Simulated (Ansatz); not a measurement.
Reference: PdAl2 (Fm-3m), PBEsol, DFPT electron-phonon coupling, linearised Boltzmann equation (plane waves, PAW, scalar-relativistic; Ansatz, an electronic-structure program); geometry: relaxed with this functional, without spin-orbit coupling.

```yaml
crystal:
  lattice:
    - [0.00000, 2.94398, 2.94398]
    - [2.94398, 0.00000, 2.94398]
    - [2.94398, 2.94398, 0.00000]
  atoms:
    - { symbol: Al, position: [0.25000, 0.25000, 0.25000] }
    - { symbol: Al, position: [0.75000, 0.75000, 0.75000] }
    - { symbol: Pd, position: [0.00000, 0.00000, 0.00000] }
```

The resistivity at 300 K is 6.2 μΩ·cm and the mean free path at 300 K is 13.5 nm. The electron-phonon coupling λ is 0.38 and the logarithmic mean phonon energy is 17.5 meV.

Problem. Replace Pd by Pt on the same sites and relax. What happens?

Solution. PtAl₂ (Fm-3m): volume per atom 17.0 to 17.1 Å³; resistivity at 300 K stays about the same (6.2 μΩ·cm to 6.8 μΩ·cm); mean free path at 300 K stays about the same (13.5 nm to 13.5 nm); electron-phonon coupling λ stays about the same (0.38 to 0.40); logarithmic mean phonon energy stays about the same (17.5 meV to 15.6 meV).

Problem. Swap Pd for Au, keeping the structure type. How do these values move?

Solution. AuAl2 (Fm-3m): volume per atom 17.0 to 18.0 Å³; resistivity at 300 K stays about the same (6.2 μΩ·cm to 6.0 μΩ·cm); mean free path at 300 K rises (13.5 nm to 18.6 nm); electron-phonon coupling λ falls (0.38 to 0.33); logarithmic mean phonon energy stays about the same (17.5 meV to 18.2 meV).

Moves up to 11 % count as about the same. Metals; harmonic phonons alone scatter; means over directions. The mean free path is weighted by the current that each state carries. Halving the electron mesh moves these values by up to 8 %; q meshes are mostly untested. Some of the runs warned that the eigensolver left states short of its tolerance. Spin-orbit coupling is left out.

Computed structure with no diffraction record at hand here (it may be known, metastable or hypothetical): PdAl2 (Fm-3m). The missing spin-orbit coupling matters most for AuAl2 (Fm-3m), PtAl2 (Fm-3m).
